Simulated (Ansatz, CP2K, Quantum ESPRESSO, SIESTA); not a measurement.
**One structure in several programs: RbTeO₃ (Pm-3m, 5 atoms in the cell)**

Relaxation of cell and atoms.

```
CELL_PARAMETERS angstrom
      4.16775     0.00000     0.00000
      0.00000     4.16775     0.00000
      0.00000     0.00000     4.16775
ATOMIC_POSITIONS crystal
  Rb 0.00000 0.00000 0.00000
  Te 0.50000 0.50000 0.50000
  O  0.50000 0.50000 0.00000
  O  0.00000 0.50000 0.50000
  O  0.50000 0.00000 0.50000
```

Shared settings, as Ansatz (an electronic-structure program) writes them: kpoints.mp_grid.grid = 6 6 6; scf.occupations.method = gaussian; scf.occupations.width = 0.0073 Ry. Potentials and cutoffs stand in the table.

```tsv
code	model	final volume (Å³/atom)	cutoff
Ansatz	PBEsol, PAW files made with PBE	14.01	default
CP2K	PBEsol, GPW, DZVP-MOLOPT-SR-GTH basis, GTH-PBE potentials (GTH_POTENTIALS)	14.82	grid 500 Ry
SIESTA	GGA PBEsol, numerical atomic orbitals DZP, PseudoDojo PBEsol standard norm-conserving potentials (rewritten from UPF to PSML)	14.67	grid 400 Ry
Quantum ESPRESSO	PBEsol, GBRV 1.5 ultrasoft (PBESOL) pseudopotentials	14.54	40 Ry
```

On Ansatz's run: spin-orbit coupling is off.

The spread over the programs that give each value: final volume within 0.81 Å³/atom.

CP2K and SIESTA use small atom-centred bases, whose incompleteness enters pressures, forces and empty levels differently from a plane-wave cutoff. The programs treat the finite-basis stress differently while the cell relaxes: Ansatz adds an estimate of it.

The starting cell comes from a database of computed structures (which also holds hypothetical and non-ambient phases and stackings), without a prior relaxation at this level. Its lattice was rescaled by a random factor within 2.5 % of one.

Left out of this page: GPAW (not drawn, or without a comparable value).

Keys are those of Ansatz 0.2.
